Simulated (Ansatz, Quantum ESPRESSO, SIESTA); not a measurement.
# Code comparison for YMg3 (P1, 8 atoms in the cell)

Self-consistent single point, at a second geometry (atoms moved at random). First geometry:

```yaml
crystal:
  lattice:
    - [6.68493, 0.00000, 0.00000]
    - [-3.34246, 5.78932, 0.00000]
    - [0.00000, 0.00000, 5.16703]
  atoms:
    - { symbol: Y, position: [0.66667, 0.33333, 0.25000] }
    - { symbol: Y, position: [0.33333, 0.66667, 0.75000] }
    - { symbol: Mg, position: [0.16262, 0.32523, 0.25000] }
    - { symbol: Mg, position: [0.83739, 0.67477, 0.75000] }
    - { symbol: Mg, position: [0.83739, 0.16262, 0.75000] }
    - { symbol: Mg, position: [0.16262, 0.83739, 0.25000] }
    - { symbol: Mg, position: [0.67477, 0.83739, 0.25000] }
    - { symbol: Mg, position: [0.32523, 0.16262, 0.75000] }
```

Second geometry:
```
CELL_PARAMETERS angstrom
      6.68493     0.00000     0.00000
     -3.34246     5.78932     0.00000
      0.00000     0.00000     5.16703
ATOMIC_POSITIONS crystal
  Y  0.65577 0.32795 0.25403
  Y  0.33483 0.67858 0.75290
  Mg 0.17017 0.32280 0.24899
  Mg 0.84703 0.67673 0.74429
  Mg 0.83686 0.15806 0.75788
  Mg 0.15993 0.83532 0.24886
  Mg 0.67486 0.83675 0.24979
  Mg 0.32055 0.16381 0.74326
```

Shared settings, as Ansatz (a first-principles code) writes them: kpoints.mp_grid.grid = 4 4 5; scf.occupations.method = gaussian; scf.occupations.width = 0.0147 Ry. Potentials and cutoffs stand in the table.

```csv
code,model,ΔF from the first geometry (meV/atom),pressure (GPa),largest force (eV/Å),cutoff
SIESTA,"GGA PBEsol, numerical atomic orbitals TZP, PseudoDojo PBEsol standard norm-conserving potentials (rewritten from UPF to PSML)",8.3,-0.82,–,grid 350 Ry
Ansatz,"PBEsol, PAW files made with PBE",6.9,-0.81,0.403,30.9 Ry
Quantum ESPRESSO,"PBEsol, GBRV 1.5 ultrasoft (PBESOL) pseudopotentials",6.9,-0.84,0.404,40 Ry
```

Size of the force on each atom (eV/Å): Sizes of forces hide their directions.

| code | Y1 | Y2 | Mg3 | Mg4 | Mg5 | Mg6 | Mg7 | Mg8 |
|---|---|---|---|---|---|---|---|---|
| Ansatz | 0.403 | 0.395 | 0.334 | 0.298 | 0.218 | 0.034 | 0.060 | 0.181 |
| Quantum ESPRESSO | 0.404 | 0.395 | 0.334 | 0.298 | 0.218 | 0.034 | 0.060 | 0.181 |

A dash marks a value that a program does not give, or that is left out as unsure.

The spread over the programs that give each value: ΔF from the first geometry within 1.4 meV/atom; pressure within 0.03 GPa; largest force within 0.001 eV/Å.

SIESTA uses small atom-centred bases, whose incompleteness enters pressures, forces and empty levels differently from a plane-wave cutoff. Ansatz's pressure is given at a fixed set of plane waves, as the other plane-wave codes print theirs.

The starting cell comes from a database of computed structures (which also holds hypothetical and non-ambient phases and stackings), without a prior relaxation at this level. For this run, on top of that: atoms moved at random.

Left out of this page: CP2K (unsound by tests on forces, stress, charge or solver warnings).

Keys are those of Ansatz 0.2.
